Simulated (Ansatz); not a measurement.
Response to strain in TiAl

The parent structure is TiAl (space group P4/mmm, No. 123; relaxed with 0.1 eV smearing).

```
CELL_PARAMETERS angstrom
      2.81271     0.00000     0.00000
      0.00000     2.81271     0.00000
      0.00000     0.00000     4.06160
ATOMIC_POSITIONS crystal
  Ti 0.00000 0.00000 0.00000
  Al 0.50000 0.50000 0.50000
```

Strains are applied to the cell and any free atomic positions relax.

The values are results of Ansatz (a program for electronic structure) r2SCAN, without spin-orbit coupling, not measurements.

Notes on the quantities. energy relative to the base: free energy F; pressure: mean of the normal stresses, compression positive.

```tsv
variant	energy relative to the base	pressure	shortest interatomic distance
base	0 meV/atom	0.0 GPa	2.813 Å
isotropic strain +0.50 %	?	-1.8 GPa	2.827 Å
isotropic strain +1.00 %	+5.3 meV/atom	-3.4 GPa	2.841 Å
isotropic strain +1.50 %	+12 meV/atom	-4.9 GPa	2.855 Å
isotropic strain +2.00 %	?	-6.4 GPa	2.869 Å
isotropic strain +2.50 %	+32 meV/atom	-7.7 GPa	2.883 Å
isotropic strain +3.00 %	?	-9.0 GPa	2.897 Å
```

Question: Complete the table.

Answer: 
- isotropic strain +0.50 %, energy relative to the base: +1.3 meV/atom
- isotropic strain +2.00 %, energy relative to the base: +21 meV/atom
- isotropic strain +3.00 %, energy relative to the base: +45 meV/atom

No phonon test of stability was made. All final runs are without spin polarisation.
